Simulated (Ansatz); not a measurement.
## Pressure series in hypothetical Pnma LaN

The reference is LaN (space group Pnma, No. 62; a = 10.6242 Å, b = 3.7609 Å, c = 3.7581 Å; a hypothetical phase, not in the database extracts checked).

Cell and atoms are relaxed at each pressure.

Method: PBE, PAW, 420 eV (Ansatz, a first-principles code; scalar-relativistic without spin-orbit coupling).

```json
[
 {"pressure (GPa)": "-2", "volume per atom (Å³/atom)": "19.131"},
 {"pressure (GPa)": "-1", "volume per atom (Å³/atom)": "?"},
 {"pressure (GPa)": "0", "volume per atom (Å³/atom)": "18.770"},
 {"pressure (GPa)": "0.3", "volume per atom (Å³/atom)": "18.715"},
 {"pressure (GPa)": "0.7", "volume per atom (Å³/atom)": "18.649"},
 {"pressure (GPa)": "3", "volume per atom (Å³/atom)": "18.286"}
]
```

Fit the third-order Birch–Murnaghan form P(V) = (3B₀/2)[(V₀/V)^(7/3) − (V₀/V)^(5/3)]·[1 + (3/4)(B₀′ − 4)((V₀/V)^(2/3) − 1)] (squares taken in P) to the rows shown and predict the withheld row.

Least squares on the printed values gives V₀ = 18.768 Å³/atom, B₀ = 109 GPa, B₀′ = 4.4; this predicts 18.945 Å³/atom, and the run gives 18.940 Å³/atom, 0.005 lower.

Load acts through the strain it causes; cell and atoms are relaxed under it. Whether these cells are dynamically stable was not tested. All final runs are without spin polarisation.
